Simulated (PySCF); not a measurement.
PySCF 2.14.0, R2SCAN/def2-svp, df: Ti(O)2 ([O]=[Ti]=[O]), 3 atoms. The geometry is a generated start, not checked to be a minimum at this level.

```yaml
task: energy
method: r2scan
basis: def2-svp
two_electron_scheme: density fitting
mol.max_memory: 3000 MB
mf.max_cycle: 100
mf.diis_space: 8 (default)
mf.conv_tol: 1e-09 (default)
mf.grids.level: 3 (default)
basis_functions: 59
grid_points: 49072
```

```xyz
3

Ti     0.3568    -0.3079     0.3638
O      0.8649     0.3539    -1.0368
O     -1.2217    -0.0460     0.6730
```

Charge 0 and multiplicity 1 are set for this test and not shown to be the ground state.

With the defaults (mf.DIIS = CDIIS, mf.diis = true, mf.damp = 0, mf.diis_start_cycle = 1, mf.level_shift = 0, mf.init_guess = minao) it converges in 14 Fock builds. One run each on 2 threads, 1 BLAS thread, with these changes:
- mf.DIIS = ADIIS
- mf.DIIS = EDIIS
- mf.level_shift = 0.1 Hartree
- mf.damp = 0.3, mf.diis_start_cycle = 4
- mf.diis = false
- mf.level_shift = 0.3 Hartree
- mf.level_shift = 1 Hartree
- mf.init_guess = 1e
- mf.diis = false, mf.damp = 0.7, mf.diis_start_cycle = 999

Q: Name the settings that don't reach the solution of the defaults.

A: No convergence: mf.DIIS = EDIIS; mf.diis = false; mf.diis = false, mf.damp = 0.7, mf.diis_start_cycle = 999 (the run ends without SCF convergence in 100 cycles). The rest reach the solution of the defaults.

```
setting                                                    Fock builds             end
---------------------------------------------------------  -----------  --------------
the defaults                                                        14   same solution
mf.init_guess = 1e                                                  17   same solution
mf.level_shift = 0.1 Hartree                                        21   same solution
mf.damp = 0.3, mf.diis_start_cycle = 4                              23   same solution
mf.level_shift = 0.3 Hartree                                        37   same solution
mf.DIIS = ADIIS                                                     48   same solution
mf.level_shift = 1 Hartree                                          66   same solution
mf.DIIS = EDIIS                                                    101  no convergence
mf.diis = false                                                    101  no convergence
mf.diis = false, mf.damp = 0.7, mf.diis_start_cycle = 999          101  no convergence
```
